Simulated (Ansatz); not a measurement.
GaP under load (space group Imm2), Ansatz (a quantum-chemistry and plane-wave program) with r2SCAN with spin-orbit coupling, rigid bands. Condition of this run: uniaxial stress along [110] of -1.4 GPa (compression positive) (the target of the relaxation). Band gap 1.71 eV, N_c = 1.45e19 cm⁻³ and N_v = 1.19e19 cm⁻³ at 300 K, conductivity masses along x (a = (0.01, 2.73, 2.71) Å; b = (2.73, 0.01, 2.71) Å; c = (2.75, 2.75, 0.00) Å) of 0.251 mₑ (electrons) and 0.464 mₑ (holes). Take k_BT = 0.02585 eV.

What built-in voltage has an abrupt junction with N_A = 1e17 and N_D = 1e17 cm⁻³, all dopants ionised?

V_bi = E_g/e − (k_BT/e) ln(N_c N_v/(N_A N_D)) = 1.71 − 0.02585 × 9.76 = 1.46 V, for the computed gap.

Find the intrinsic carrier density and the intrinsic Fermi level.

n_i = √(N_c N_v) exp(−E_g/2k_BT) = 1.31e19 × exp(−33.07) = 5.7e4 cm⁻³. The level lies (k_BT/2) ln(N_v/N_c) = -3 meV from mid-gap (positive towards the conduction band). Each 0.1 eV added to the gap lowers n_i by a factor of 6.9.

What thermal injection velocity √(2k_BT/πm) limits a ballistic channel along the direction named?

1.07e7 cm/s for electrons and 7.90e6 cm/s for holes, a ratio of √(m_h/m_e) = 1.36, for dilute carriers.

Rigid bands with the computed gap; masses take one relaxation time for all states. Geometry: cell and atoms relaxed with PBEsol.
